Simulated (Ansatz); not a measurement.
A self-consistent single point of ScSi2Ni2 (I4mm, 5 atoms in the cell) with Ansatz (a quantum-chemistry and plane-wave program).

Method: PBEsol, default PAW files made with PBE (plane waves; Ansatz).

```yaml
crystal:
  lattice:
    - [-1.89698, 1.89698, 4.73090]
    - [1.89698, -1.89698, 4.73090]
    - [1.89698, 1.89698, -4.73090]
  atoms:
    - { symbol: Sc, position: [0.00528, 0.00528, 0.00000] }
    - { symbol: Si, position: [0.62206, 0.62206, 0.00000] }
    - { symbol: Si, position: [0.37794, 0.37794, 0.00000] }
    - { symbol: Ni, position: [0.25000, 0.75000, 0.50000] }
    - { symbol: Ni, position: [0.75000, 0.25000, 0.50000] }
```

Reference input (self-consistent single point, DFT, PBEsol, plane waves, default PAW files made with PBE): basis.ecutwfc = 30.9 Ry; kpoints.mp_grid.grid = 8 8 8; hamiltonian.xc = pbesol; hamiltonian.pseudopotentials = {kind: paw} (the program's default PAW files); scf.occupations.method = fermi_dirac; scf.occupations.width = 0.0073 Ry. This run's input differs from it in these lines:

Ansatz 0.2 input:
```diff
@@ -13,3 +13,3 @@
 basis:
-  ecutwfc: 30.9 Ry
+  ecutwfc: 12.5 Ry
 kpoints:
```

Output, abridged:

```
SCF iter   1: F=—  HF=-14894.682843 eV  |F-HF|=—  |Δ(HF+E_count)|=         —  Δρ=4.66e-1  dr2=8.07e1  ethr=1.77e-3  ⟨swp⟩=5.3  Hψ=6950  notcnv=0
all-band conjugate gradients solve this SCF's bands
preconditioner: auto → Kerker (q_TF=auto, 2.633 Å⁻¹)
SCF iter   2: F=—  HF=-14877.258767 eV  |F-HF|=—  |Δ(HF+E_count)|=    1.74e1  Δρ=1.60e-1  dr2=8.67e0  ethr=1.77e-3  ⟨swp⟩=3.0  Hψ=5307  notcnv=0
   [... lines left out ...]
SCF iter   6: F=—  HF=-14874.105573 eV  |F-HF|=—  |Δ(HF+E_count)|=   5.42e-4  Δρ=6.26e-4  dr2=6.14e-4  ethr=9.09e-6  ⟨swp⟩=1.4  Hψ=1975  notcnv=0
SCF iter   7: F=—  HF=-14874.105476 eV  |F-HF|=—  |Δ(HF+E_count)|=   9.69e-5  Δρ=8.12e-5  dr2=7.26e-6  ethr=1.12e-6  ⟨swp⟩=2.0  Hψ=2775  notcnv=0
SCF iter   8: F=—  HF=-14874.105937 eV  |F-HF|=—  |Δ(HF+E_count)|=   4.61e-4  Δρ=2.55e-5  dr2=4.53e-7  ethr=1.32e-8  ⟨swp⟩=2.0  Hψ=2981  notcnv=0
SCF iter   9: F=-14874.105937 eV  HF=-14874.105937 eV  |F-HF|=1.11e-8  |Δ(HF+E_count)|=   8.48e-8  Δρ=4.14e-6  dr2=2.03e-8  ethr=1.82e-10  ⟨swp⟩=4.9  Hψ=6333  notcnv=0
SCF 1 converged in 9 iterations: F = -14874.105937 eV  dr2 = 2.03e-8
Free energy (F): -14874.105937 eV
Internal energy: -14874.032923 eV  (E = F + TS)
E sigma→0 (E₀):  -14874.069430 eV
Entropy (-TS):   -0.073014 eV (-14.603 meV/atom)
Fermi energy:    13.115846 eV
--- Forces (eV/Å), atoms counted from 1 ---
  atom   1  Sc     0.00000000    -0.00000000     0.51330293
  atom   2  Si     0.00000000     0.00000000    -1.01209142
  atom   3  Si    -0.00000000     0.00000000     1.08750990
  atom   4  Ni    -0.00000000     0.00000000    -0.29432877
  atom   5  Ni     0.00000000    -0.00000000    -0.29432877
--- Stress (GPa, compression-positive) ---
       -4.518092      -0.000000      -0.000000
       -0.000000      -4.518092       0.000000
       -0.000000      -0.000000      13.065531
  P = ⅓ Tr σ = 1.3431 GPa (13.431 kbar)
  The stress holds the Pulay correction. Without it, at fixed plane waves, as pw.x and ABINIT print it: P = -889.6842 GPa
```

The run converged in 9 iterations. Against the reference run the free energy rises by 18.9 eV/atom, the pressure goes from -0.50 to 1.34 GPa and the largest force goes from 0.253 to 1.088 eV/Å.

The starting cell comes from a database of computed structures (which also holds hypothetical and non-ambient phases and stackings), without a prior relaxation at this level. Its lattice was rescaled by up to half a per cent. One atom was moved a little off its site on purpose. Spin polarisation is off. Forces in this geometry exceed 1 eV/Å. Ansatz's pressure includes its estimate of the finite-basis (Pulay) stress. Without the estimate this run gives -889.68 GPa. The cutoff lies below the one recommended for these files.
